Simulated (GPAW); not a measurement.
Band structure of RuRh (P-6m2, 2 atoms in the cell).

```
CELL_PARAMETERS angstrom
      2.77309     0.00000     0.00000
     -1.38655     2.40157     0.00000
      0.00000     0.00000     4.39938
ATOMIC_POSITIONS crystal
  Ru 0.00000 0.00000 0.50000
  Rh 0.66667 0.33333 0.00000
```

Level of theory: PBEsol, GPAW PAW datasets PBEsol (made by gpaw-setup) (plane waves; GPAW 25.7.0).

Settings: mode = pw; ecut = 600 eV; xc = PBEsol; kpts = 9 9 5; mesh shift (steps) = 0 0 0; occupations.name = fermi-dirac; occupations.width = 0.136 eV; nbands = -10; symmetry.symmorphic = false; symmetry.tolerance = 0.0005; maxiter = 120; bandpath_npoints = 40.

The starting cell comes from a database of computed structures (which also holds hypothetical and non-ambient phases and stackings), without a prior relaxation at this level. Its lattice was rescaled by a random factor within 2.5 % of one. Spin polarisation is off.

Levels in eV from the Fermi level, bands 12 to 19:
| point | 12 | 13 | 14 | 15 | 16 | 17 | 18 | 19 |
|---|---|---|---|---|---|---|---|---|
| Γ | -2.56 | -1.97 | -1.97 | -1.75 | -1.75 | 0.54 | 0.54 | 0.92 |
| M | -2.25 | -2.05 | -1.72 | 0.31 | 1.05 | 1.39 | 3.05 | 5.10 |
| K | -3.10 | -2.68 | -1.35 | 0.18 | 0.42 | 0.64 | 6.04 | 6.22 |
| A | -2.95 | -2.66 | -2.66 | -2.60 | -0.36 | -0.36 | 0.24 | 0.24 |
| L | -1.73 | -1.04 | -0.29 | 0.18 | 0.39 | 1.39 | 2.56 | 2.80 |
| H | -2.96 | -2.56 | -1.50 | -1.40 | 0.29 | 0.72 | 6.98 | 7.58 |

Bands cross the Fermi level along this path, so the cell is metallic at this level.
